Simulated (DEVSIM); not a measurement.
# abrupt Si p-n junction

System: abrupt Si p-n junction, at 300 K.

| layer (left to right) | material | thickness (μm) | Nd (cm⁻³) | Na (cm⁻³) | τn (s) | τp (s) |
|---|---|---|---|---|---|---|
| 1 | Si | 1.40 | - | 9.4e15 | 4.2e-6 | 4.2e-6 |
| 2 | Si | 12.0 | 1.8e16 | - | 4.2e-6 | 4.2e-6 |

Left contact: ohmic. Right contact: ohmic. Voltage is applied to the left contact. Recombination: SRH at mid-gap. Mobility is constant in doping.

This is a model device: material constants are rounded textbook-type values typed into the input, and sizes, dopings and lifetimes were drawn at random. Values at 300 K.

```tsv
parameter	Si
gap (eV)	1.124
affinity (eV)	4.05
permittivity	11.7
Nc (cm⁻³)	2.86e19
Nv (cm⁻³)	3.1e19
μn (cm²/Vs)	1417
μp (cm²/Vs)	470
```

DEVSIM, 1D drift-diffusion, Boltzmann statistics, complete ionisation; no tunnelling, impact ionisation, image-force lowering or self-heating.

```yaml
potential_step_across_the_device_at_zero_bias: 0.724 V
largest_field_in_the_device_at_zero_bias: 36000 V/cm
Dark forward voltage at 1 A/cm²: 0.551 V
Dark forward voltage at 100 A/cm²: 0.701 V
```

Dark reverse current:

```json
[
 {"V (V)": "-0.40", "J (A/cm²)": "-3.0e-9"},
 {"V (V)": "-1.00", "J (A/cm²)": "-5.5e-9"},
 {"V (V)": "-2.00", "J (A/cm²)": "-8.8e-9"},
 {"V (V)": "-3.00", "J (A/cm²)": "-1.2e-8"},
 {"V (V)": "-4.00", "J (A/cm²)": "-1.4e-8"},
 {"V (V)": "-6.00", "J (A/cm²)": "-1.8e-8"},
 {"V (V)": "-8.00", "J (A/cm²)": "-2.2e-8"},
 {"V (V)": "-10.00", "J (A/cm²)": "-2.5e-8"},
 {"V (V)": "-13.00", "J (A/cm²)": "-3.0e-8"},
 {"V (V)": "-16.00", "J (A/cm²)": "-3.5e-8"},
 {"V (V)": "-20.00", "J (A/cm²)": "-4.9e-8"}
]
```

Small-signal capacitance in reverse bias (quasi-static):

```tsv
V (V)	C (nF/cm²)
-0.4	21.9
-1	17.5
-2	13.8
-3	11.8
-4	10.5
-6	8.76
-8	7.69
-10	6.93
-13	6.12
-16	5.54
-20	5.00
```
